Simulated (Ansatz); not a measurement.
Take MoS2 (space group P6_3/mmc, No. 194; a = 3.109 Å, c = 11.709 Å; layered, stacked along the Cartesian z axis) as the base. Axes: x lies along a and z along c of the hexagonal cell.

Method: PBEsol-D3(BJ), PAW, 420 eV (Ansatz, an electronic-structure program; no SOC).

For the base:

```
Item                                   Value
---------------------  ---------------------
Band gap                             0.52 eV
Valence-band top at Γ  0.00, -0.96, -1.60 eV
```

The change: uniaxial strain ε_zz = +0.60 %, all other strain components held at zero, atoms relaxed at fixed cell.

Task: How does this affect the band gap?

Result: The band gap goes up by 0.04 eV to 0.56 eV.

Task: What does the calculation give for the valence-band top at Γ after the change?

Result: The valence-band top at Γ (three highest levels, from the VBM) becomes 0.00, -1.00, -1.57 eV (base: 0.00, -0.96, -1.60 eV).

Stability against distortions was not tested.
